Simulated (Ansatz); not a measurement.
Worked example: self-consistent single point of Li₃Sc (P6_3/mmc, 8 atoms in the cell) in Ansatz (an electronic-structure program).

Computed with PBEsol, default PAW files made with PBE (plane waves; Ansatz).

```yaml
crystal:
  lattice:
    - [5.87066, 0.00000, 0.00000]
    - [-2.93533, 5.08414, 0.00000]
    - [0.00000, 0.00000, 4.70872]
  atoms:
    - { symbol: Li, position: [0.83920, 0.67840, 0.25000] }
    - { symbol: Li, position: [0.16080, 0.83920, 0.75000] }
    - { symbol: Li, position: [0.32160, 0.16080, 0.25000] }
    - { symbol: Li, position: [0.16080, 0.32160, 0.75000] }
    - { symbol: Li, position: [0.83920, 0.16080, 0.25000] }
    - { symbol: Li, position: [0.67840, 0.83920, 0.75000] }
    - { symbol: Sc, position: [0.33333, 0.66667, 0.25000] }
    - { symbol: Sc, position: [0.66667, 0.33333, 0.75000] }
```

Reference input (self-consistent single point, DFT, PBEsol, plane waves, default PAW files made with PBE): basis.ecutwfc = 420 eV; kpoints.mp_grid.grid = 5 5 6; hamiltonian.xc = pbesol; hamiltonian.pseudopotentials = {kind: paw} (the program's default PAW files); scf.occupations.method = cold; scf.occupations.width = 0.136 eV. This run's input differs from it in these lines:

Ansatz 0.2 input:
```diff
@@ -16,3 +16,3 @@
 basis:
-  ecutwfc: 420.0
+  ecutwfc: 170.0
 kpoints:
```

Log, with long lists cut:

```
SCF iter   1: F=—  HF=-5421.580862 eV  |F-HF|=—  |Δ(HF+E_count)|=         —  Δρ=6.01e-2  dr2=3.84e0  ethr=1.77e-3  ⟨swp⟩=4.7  Hψ=2393  notcnv=0
all-band conjugate gradients solve this SCF's bands
preconditioner: auto → Kerker (q_TF=auto, 2.213 Å⁻¹)
SCF iter   2: F=—  HF=-5419.899126 eV  |F-HF|=—  |Δ(HF+E_count)|=    1.68e0  S|Δr|=    0.00e0  Δρ=2.03e-2  dr2=2.22e-1  ethr=1.77e-3  ⟨swp⟩=3.0  Hψ=1311  notcnv=0  defer=28
   [... lines left out ...]
SCF iter   7: F=—  HF=-5419.771040 eV  |F-HF|=—  |Δ(HF+E_count)|=   1.30e-3  S|Δr|=    0.00e0  Δρ=2.03e-5  dr2=6.89e-7  ethr=6.74e-8  ⟨swp⟩=2.0  Hψ=821  notcnv=0  defer=26
SCF iter   8: F=—  HF=-5419.771040 eV  |F-HF|=—  |Δ(HF+E_count)|=   1.12e-7  S|Δr|=    0.00e0  Δρ=7.08e-6  dr2=1.41e-7  ethr=2.50e-10  ⟨swp⟩=8.8  Hψ=2193  notcnv=0
SCF iter   9: F=-5419.771040 eV  HF=-5419.771040 eV  |F-HF|=1.97e-9  |Δ(HF+E_count)|=   2.48e-8  S|Δr|=    0.00e0  Δρ=1.48e-6  dr2=4.87e-9  ethr=2.50e-10  ⟨swp⟩=3.2  Hψ=1353  notcnv=0
SCF 1 converged in 9 iterations: F = -5419.771040 eV  dr2 = 4.87e-9
Stability not checked (fill_not_monotonic)
Free energy (F): -5419.771040 eV
Internal energy: -5419.763153 eV  (E = F + TS)
E sigma→0 (E₀):  -5419.768411 eV
Entropy (-TS):   -0.007887 eV (-0.986 meV/atom)
Fermi energy:    4.587385 eV
--- Forces (eV/Å), atoms counted from 1 ---
  atom   1  Li     0.00000000    -0.03587725     0.00000000
  atom   2  Li     0.03107061    -0.01793862     0.00000000
  atom   3  Li     0.03107061     0.01793862     0.00000000
  atom   4  Li     0.00000000     0.03587725     0.00000000
   [... lines left out ...]
  atom   8  Sc     0.00000000    -0.00000000     0.00000000
--- Stress (GPa, compression-positive) ---
        7.024947       0.000000      -0.000000
        0.000000       7.024947       0.000000
       -0.000000       0.000000       6.091795
  P = ⅓ Tr σ = 6.7139 GPa (67.139 kbar)
  The stress holds the Pulay correction. Without it, at fixed plane waves, as pw.x and ABINIT print it: P = -78.4235 GPa
```

The run converged in 9 iterations. Against the reference run the free energy goes up by 2.35 eV/atom, the pressure goes from 4.50 to 6.71 GPa and the largest force goes from 0.000 to 0.036 eV/Å.

The starting cell was generated: these elements placed on a structure prototype, without a prior relaxation; it need not be a known phase or ordering of this composition. Its lattice was rescaled by a random factor within 2.5 % of one. Ansatz's pressure includes its estimate of the finite-basis (Pulay) stress. Without the estimate this run gives -78.42 GPa. The cutoff lies below the one recommended for these files.
